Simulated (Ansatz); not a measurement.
```
CELL_PARAMETERS angstrom
      3.95198     0.00000     0.00000
      0.00000     3.95198     0.00000
      0.00000     0.00000     3.95198
ATOMIC_POSITIONS crystal
  K  0.00000 0.00000 0.00000
  Ta 0.50000 0.50000 0.50000
  O  0.00000 0.50000 0.50000
  O  0.50000 0.50000 0.00000
  O  0.50000 0.00000 0.50000
```

Spin-orbit coupling is not included. The cell is fixed at its relaxed static size. Melting and transitions to other phases are not modelled.

Q: Is this phase dynamically stable in the harmonic approximation, and at 100, 300, 800 K by the stochastic self-consistent harmonic approximation in a 2×2×2 supercell, DFT at the LDA level (Ansatz, a quantum-chemistry and plane-wave program)? Give the softest mode in each case.

A: Harmonic: softest mode 63 cm⁻¹ at q = (0.00, 0.00, 0.50), so stable at the wave vectors of the supercell. 100 K: stable, softest second derivative of the free energy 75 cm⁻¹ (error 1) at q = (0.00, 0.00, 0.50), at 1.1 GPa in this cell. 300 K: stable, softest second derivative of the free energy 78 cm⁻¹ (error under 1) at q = (0.00, 0.00, 0.50), at 1.5 GPa in this cell. 800 K: stable, softest second derivative of the free energy 83 cm⁻¹ (error under 1) at q = (0.00, 0.00, 0.50), at 2.9 GPa in this cell. The verdict is statistical, holds for these wave vectors and this fixed cell alone, and errs towards stability where frames are few. Wave vectors are fractions of the primitive cell's reciprocal vectors.
